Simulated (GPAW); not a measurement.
# A self-consistent single point of OsRu3 (P6_3/mmc, 8 atoms in the cell) with GPAW

Method of the run: PBEsol, GPAW PAW datasets PBEsol (made by gpaw-setup) (plane waves; GPAW 25.7.0).

Input as run:

```python
from ase import Atoms
from ase.units import GPa
from gpaw import GPAW

atoms = Atoms(['Ru', 'Ru', 'Ru', 'Ru', 'Ru', 'Ru', 'Os', 'Os'],
              cell=[[5.430420, 0.000000, 0.000000],
                    [-2.715210, 4.702882, 0.000000],
                    [0.000000, 0.000000, 4.290980]],
              scaled_positions=[[0.832560, 0.167440, 0.750000],
                                [0.167440, 0.832560, 0.250000],
                                [0.665120, 0.832560, 0.250000],
                                [0.334880, 0.167440, 0.750000],
                                [0.832560, 0.665120, 0.750000],
                                [0.167440, 0.334880, 0.250000],
                                [0.666667, 0.333333, 0.250000],
                                [0.333333, 0.666667, 0.750000]],
              pbc=True)

calc = GPAW(mode={'name': 'pw', 'ecut': 600},
            xc='PBEsol',
            kpts={'size': (4, 4, 5), 'gamma': True},
            occupations={'name': 'fermi-dirac', 'width': 0.136},
            nbands=-12,
            symmetry={'symmorphic': False, 'tolerance': 0.0005},
            maxiter=120)

atoms.calc = calc

energy = atoms.get_potential_energy()
print('Energy (eV):', round(energy, 6))
forces = atoms.get_forces()
print('Forces (eV/Ang):')
print(forces.round(5))
stress = atoms.get_stress()
print('Stress (GPa, Voigt):', (stress / GPa).round(4))
```

The program printed (abridged):

```
Input parameters:
  kpts: {gamma: True,
         size: (4, 4, 5)}
  maxiter: 120
  mode: {ecut: 600,
         name: pw}
  nbands: -12
  occupations: {name: fermi-dirac,
                width: 0.136}
  symmetry: {symmorphic: False,
             tolerance: 0.0005}
  xc: PBEsol

species:
  Ru:
    name: Ruthenium
    Z: 44.0
    valence: 16
    core: 28
    charge: 0.0
    file: Ru.PBEsol.gz

    # Using partial waves for Ru as LCAO basis

  Os:
    name: Osmium
    Z: 76.0
    valence: 14
    core: 62
    charge: 0.0
    file: Os.PBEsol.gz

    # Using partial waves for Os as LCAO basis

Reference energy: -1676671.685023  # eV

Spin-paired calculation

Convergence criteria:
 Maximum [total energy] change in last 3 cyles: 0.0005 eV / valence electron
 Maximum integral of absolute [dens]ity change: 0.0001 electrons / valence electron
 Maximum integral of absolute [eigenst]ate change: 4e-08 eV^2 / valence electron
 Maximum number of scf [iter]ations: 120

Symmetries present (total): 24
Symmetries with fractional translations: 12
80 k-points: 4 x 4 x 5 Monkhorst-Pack grid + [1/8,1/8,0.000000]
12 k-points in the irreducible part of the Brillouin zone
       k-points in crystal coordinates                weights
   0:     0.00000000    0.00000000    0.00000000          1/80
   1:     0.00000000    0.00000000    0.20000000          2/80
   2:     0.00000000    0.00000000    0.40000000          2/80
   [... 7 lines left out ...]
          ...
  11:     0.50000000    0.50000000    0.40000000          6/80

Wave functions: Plane wave expansion
  Cutoff energy: 600.000 eV
  Number of coefficients (min, max): 3635, 3680
  Pulay-stress correction: 0.000000 eV/Ang^3 (de/decut=0.000000)

Occupation numbers: Fermi-Dirac:
  width: 0.1360  # eV

Eigensolver

Densities:
  Coarse grid: 32*32*28 grid
  Fine grid: 64*64*56 grid
  Total Charge: 0.000000

Density mixing:
  Method: separate
  Backend: pulay
  Linear mixing parameter: 0.05
  old densities: 5
  Damping of long wavelength oscillations: 50

Hamiltonian:
  XC and Coulomb potentials evaluated on a 64*64*56 grid
  External potential:
    NoExternalPotential

XC parameters: PBEsol with 2 nearest neighbor stencil

Number of atoms: 8
Number of atomic orbitals: 102
Number of bands in calculation: 74
Number of valence electrons: 124
Bands to converge: occupied

Density initialized from atomic densities
  74 bands from LCAO basis set

Atomic positions and initial magnetic moments

Positions:
   0 Ru     4.066516    0.787451    3.218235    ( 0.0000,  0.0000,  0.0000)
   1 Ru    -1.351306    3.915431    1.072745    ( 0.0000,  0.0000,  0.0000)
   2 Ru     1.351306    3.915431    1.072745    ( 0.0000,  0.0000,  0.0000)
   3 Ru     1.363904    0.787451    3.218235    ( 0.0000,  0.0000,  0.0000)
   4 Ru     2.715210    3.127981    3.218235    ( 0.0000,  0.0000,  0.0000)
   5 Ru     0.000000    1.574901    1.072745    ( 0.0000,  0.0000,  0.0000)
   6 Os     2.715213    1.567626    1.072745    ( 0.0000,  0.0000,  0.0000)
   7 Os    -0.000003    3.135256    3.218235    ( 0.0000,  0.0000,  0.0000)

Unit cell:
           periodic     x           y           z      points  spacing
  1. axis:    yes    5.430420    0.000000    0.000000    32     0.1470
  2. axis:    yes   -2.715210    4.702882    0.000000    32     0.1470
  3. axis:    yes    0.000000    0.000000    4.290980    28     0.1532

  Lengths:   5.430420   5.430420   4.290980
  Angles:   90.000000  90.000000 119.999998

Effective grid spacing dv^(1/3) = 0.1564

     iter     time        total  log10-change:
                         energy   eigst   dens
iter:   1 --:--:--   -94.209915
iter:   2 --:--:--   -91.962925   -0.95  -1.26
iter:   3 --:--:--   -89.276717   -1.11  -1.31
iter:   4 --:--:--   -88.193302   -1.41  -1.43
iter:   5 --:--:--   -87.289202   -0.81  -1.55
iter:   6 --:--:--   -86.946455   -1.89  -1.99
iter:   7 --:--:--   -86.979830   -2.47  -2.27
iter:   8 --:--:--   -87.137733   -1.70  -2.39
iter:   9 --:--:--   -86.929552   -2.21  -2.09
iter:  10 --:--:--   -86.929906   -3.46  -3.20
iter:  11 --:--:--   -86.929465c  -4.71  -3.34
iter:  12 --:--:--   -86.929134c  -5.13  -3.39
iter:  13 --:--:--   -86.929886c  -3.97  -3.44
iter:  14 --:--:--   -86.929549c  -4.32  -3.27
iter:  15 --:--:--   -86.929508c  -5.82  -3.94
iter:  16 --:--:--   -86.929397c  -5.87  -3.97
iter:  17 --:--:--   -86.929531c  -5.45  -4.02c
iter:  18 --:--:--   -86.929445c  -6.25  -3.92
iter:  19 --:--:--   -86.929396c  -6.21  -4.39c
iter:  20 --:--:--   -86.929406c  -7.77c -4.65c

Converged after 20 iterations.

Dipole moment: (0.000000, -0.000000, -0.000000) |e|*Ang

Energy contributions relative to reference atoms: (reference = -1676671.685023)

Kinetic:        -33.470822
Potential:       +7.217647
External:        +0.000000
XC:             -58.993713
Entropy (-ST):   -0.300115
Local:           -1.532460
SIC:             +0.000000
--------------------------
Free energy:    -87.079463
Extrapolated:   -86.929406

Showing only first 2 kpts
 Kpt  Band  Eigenvalues  Occupancy
  0    60     14.81032    0.00117
  0    61     15.15347    0.00009
  0    62     15.15348    0.00009
  0    63     15.18537    0.00007

  1    60     13.96003    0.46587
  1    61     14.82695    0.00103
  1    62     15.15824    0.00009
  1    63     15.15824    0.00009

Fermi level: 13.79794

No gap
No difference between direct/indirect transitions
Energy (eV): -86.929406

Forces in eV/Ang:
  0 Ru    0.03310   -0.01911    0.00000
  1 Ru   -0.03310    0.01911   -0.00000
  2 Ru    0.03310    0.01911   -0.00000
  3 Ru   -0.03310   -0.01911    0.00000
  4 Ru    0.00000    0.03822    0.00000
  5 Ru   -0.00000   -0.03822   -0.00000
  6 Os    0.00000    0.00000    0.00000
  7 Os    0.00000    0.00000    0.00000

Stress tensor:
     0.046811     0.000000     0.000000
     0.000000     0.046811     0.000000
     0.000000     0.000000     0.044961
Stress (GPa, Voigt): [7.4999 7.4999 7.2035 0.     0.     0.    ]
```

The run converged in 20 iterations. GPAW prints stress with tension positive.

The starting cell comes from a database of computed structures (which also holds hypothetical and non-ambient phases and stackings), without a prior relaxation at this level. Spin-orbit coupling is off. Spin polarisation is off. With a pressure of about -7 GPa the cell is away from its equilibrium volume at this level.

Cost on one core of a shared machine: roughly 90 s.
